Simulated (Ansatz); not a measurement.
## Effect of pressure −2 GPa on Cs2NaInH6

The parent structure is Cs2NaInH6 (space group Fm-3m, No. 225; a = 8.728 Å; a cell from a computed database, its experimental status unchecked).

Perturbation: hydrostatic tension (pressure −2 GPa).

Method: PBEsol, PAW, 420 eV (Ansatz, a program for electronic structure; no spin-orbit coupling). Γ-centred 7×7×7 mesh, Fermi–Dirac width 0.05 eV.

| quantity | base | changed | shift |
|---|---|---|---|
| volume per atom | 16.62 Å³ | 18.44 Å³ | +1.82 Å³ |
| density | 4.09 g/cm³ | 3.69 g/cm³ | -0.40 g/cm³ |
| lattice parameter a | 16.493 bohr | 17.073 bohr | +0.580 bohr |
| enthalpy H = E + PV relative to the base's energy | – | -0.22 eV/atom | – |
| band gap | 1.14 eV | 1.00 eV | -0.14 eV |
| gap character | indirect, X → Γ | indirect, X → Γ | – |
| smallest direct gap | 1.62 eV | 1.40 eV | -0.22 eV |
| width of the top valence band | 0.57 eV | 0.52 eV | -0.05 eV |
| electron mass | 0.34 mₑ (at Γ) | 0.35 mₑ (at Γ) | – |
| hole mass | 1.3 mₑ along k, 0.64 mₑ across (at X) | 1.5 mₑ along k, 0.68 mₑ across (at X) | – |

Load acts through the strain it causes; cell and atoms are relaxed under it. Masses are band curvatures over ±0.01 Å⁻¹ around the edge. Along k means along the line from Γ to the band edge. Stability against distortions was not tested.
